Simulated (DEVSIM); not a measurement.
System: Au/AlN/SiO2/p-Si capacitor, at 400 K.

```csv
layer (left to right),material,thickness (nm),Na (cm⁻³)
1,AlN,3.50,-
2,SiO2,0.820,-
3,Si,1200,2.2e17
```

Metal gate on the left, work function 5.1 eV. Fixed charge at the semiconductor interface 6.3e11 cm⁻² (in units of +e); interface traps 4.2e11 cm⁻² eV⁻¹, uniform in energy, neutral level at 0.5 of the gap above the valence band.

The device is made up for the run: typed textbook-type constants, with dimensions and the other settings drawn at random. Values at 300 K; Nc and Nv go as T^1.5, mobilities as T to minus their exponent, the gap by Varshni's rule with the affinity fixed.

| parameter | AlN | SiO2 | Si |
|---|---|---|---|
| gap (eV) | 6.1 | 9 | 1.124 |
| affinity (eV) | 1.9 | 0.9 | 4.05 |
| permittivity | 8.5 | 3.9 | 11.7 |
| Nc (cm⁻³) | - | - | 2.86e19 |
| Nv (cm⁻³) | - | - | 3.1e19 |
| Varshni α (eV/K) | - | - | 0.000473 |
| Varshni β (K) | - | - | 636 |

Model (solved in DEVSIM): 1D Poisson equation in equilibrium, Boltzmann statistics, complete ionisation; no quantum confinement or tunnelling. Metal contacts follow the ideal Schottky-Mott rule: no Fermi-level pinning, no interface dipoles.

Problem. Tabulate band edges, carrier densities and field at 0.6 V on the gate.

Solution. Energies count from the Fermi level of the right contact; mesh points crowd at the junctions.

| x (μm) | Ec (eV) | Ev (eV) | n (cm⁻³) | p (cm⁻³) | field (V/cm) |
|---|---|---|---|---|---|
| 0.000 | 2.600 | -3.500 | < 1e2 | < 1e2 | 91000 |
| 0.0009376 | 2.609 | -3.491 | < 1e2 | < 1e2 | 91000 |
| 0.002035 | 2.619 | -3.481 | < 1e2 | < 1e2 | 91000 |
| 0.003035 | 2.628 | -3.472 | < 1e2 | < 1e2 | 91000 |
| 0.003902 | 3.640 | -5.360 | < 1e2 | < 1e2 | 200000 |
| 0.004444 | 0.500 | -0.596 | 2.2e13 | 1.5e12 | 160000 |
| 0.005776 | 0.521 | -0.575 | 1.2e13 | 2.7e12 | 160000 |
| 0.009685 | 0.579 | -0.517 | 2.2e12 | 1.5e13 | 140000 |
| 0.01644 | 0.668 | -0.429 | 1.7e11 | 1.9e14 | 120000 |
| 0.03019 | 0.800 | -0.297 | 3.7e9 | 8.7e15 | 73000 |
| 0.05817 | 0.900 | -0.197 | 2.0e8 | 1.6e17 | 11000 |
| 0.1403 | 0.911 | -0.185 | 1.5e8 | 2.2e17 | ≈ 0 |
| 0.2823 | 0.911 | -0.185 | 1.5e8 | 2.2e17 | ≈ 0 |
| 0.5712 | 0.911 | -0.185 | 1.5e8 | 2.2e17 | ≈ 0 |
| 0.9561 | 0.911 | -0.185 | 1.5e8 | 2.2e17 | ≈ 0 |
| 1.079 | 0.911 | -0.185 | 1.5e8 | 2.2e17 | ≈ 0 |
| 1.143 | 0.911 | -0.185 | 1.5e8 | 2.2e17 | ≈ 0 |
| 1.175 | 0.911 | -0.185 | 1.5e8 | 2.2e17 | ≈ 0 |
| 1.194 | 0.911 | -0.185 | 1.5e8 | 2.2e17 | ≈ 0 |
| 1.200 | 0.911 | -0.185 | 1.5e8 | 2.2e17 | ≈ 0 |
| 1.202 | 0.911 | -0.185 | 1.5e8 | 2.2e17 | ≈ 0 |
| 1.204 | 0.911 | -0.185 | 1.5e8 | 2.2e17 | ≈ 0 |
